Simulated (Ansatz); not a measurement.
These are PBE (plane waves to 420 eV, PAW; Ansatz, an electronic-structure program) values and carry that method's errors.

Electrostatic potential energy of an electron, averaged over planes parallel to the surface, in eV from the Fermi level, for a constructed model of the (0001) surface of hcp Mg, a pseudomorphic layer of V in the host's stacking (bottom of the slab: a bare face, its two planes held):

| z (Å) | V (eV) |
|---|---|
| 3.79 | 3.71 |
| 4.08 | 3.71 |
| 4.37 | 3.70 |
| 4.67 | 3.69 |
| 4.96 | 3.67 |
| 5.25 | 3.64 |
| 5.54 | 3.57 |
| 5.83 | 3.45 |
| 6.12 | 3.21 |
| 6.42 | 2.77 |
| 6.71 | 1.99 |
| 7.00 | 0.64 |
| 7.29 | -1.53 |
| 7.58 | -5.72 |
| 7.87 | -10.72 |
| 8.17 | -11.39 |
| 8.46 | -6.92 |
| 8.75 | -2.16 |
| 9.04 | 0.10 |
| 9.33 | 0.88 |
| 9.62 | 0.27 |
| 9.92 | -1.77 |
| 10.21 | -6.27 |
| 10.50 | -11.08 |
| 10.79 | -11.10 |
| 11.08 | -6.30 |
| 11.37 | -1.80 |
| 11.67 | 0.29 |
| 11.96 | 0.96 |
| 12.25 | 0.25 |
| 12.54 | -1.90 |
| 12.83 | -6.51 |
| 13.12 | -11.23 |
| 13.42 | -11.00 |
| 13.71 | -6.09 |
| 14.00 | -1.67 |
| 14.29 | 0.34 |
| 14.58 | 0.93 |
| 14.87 | 0.11 |
| 15.17 | -2.21 |
| 15.46 | -7.03 |
| 15.75 | -11.47 |
| 16.04 | -10.70 |
| 16.33 | -5.60 |
| 16.62 | -1.40 |
| 16.92 | 0.46 |
| 17.21 | 0.93 |
| 17.50 | -0.01 |
| 17.79 | -2.48 |
| 18.08 | -7.44 |
| 18.37 | -11.61 |
| 18.67 | -10.40 |
| 18.96 | -5.17 |
| 19.25 | -1.16 |
| 19.54 | 0.61 |
| 19.83 | 1.03 |
| 20.12 | 0.09 |
| 20.42 | -2.27 |
| 20.71 | -7.04 |
| 21.00 | -11.29 |
| 21.29 | -10.27 |
| 21.58 | -5.05 |
| 21.87 | -1.01 |
| 22.17 | 0.32 |
| 22.46 | -0.57 |
| 22.75 | -4.54 |
| 23.04 | -7.90 |
| 23.33 | -9.01 |
| 23.62 | -8.64 |
| 23.92 | -6.20 |
| 24.21 | -1.76 |
| 24.50 | 1.13 |
| 24.79 | 2.46 |
| 25.08 | 3.19 |
| 25.37 | 3.57 |
| 25.67 | 3.78 |
| 25.96 | 3.88 |
| 26.25 | 3.94 |
| 26.54 | 3.97 |
| 26.83 | 3.98 |
| 27.12 | 3.99 |
| 27.42 | 3.99 |
| 27.71 | 4.00 |

Set-up: 7 atoms, 15.4 Å thick at the start; mesh 13x13x1; 0.1 eV smearing; dipole correction on; 2 atoms held, the rest relaxed; held to the start's symmetry, so lower structures may exist; spin-polarised, ending with about 3.2 μB a cell; orders that need a larger cell were not tried, no spin-orbit, no U. It is one candidate, not shown to be the stable structure of the face.

The vacuum level lies 4.00 eV above the Fermi level over the top face and 3.71 eV above it under the bottom face.
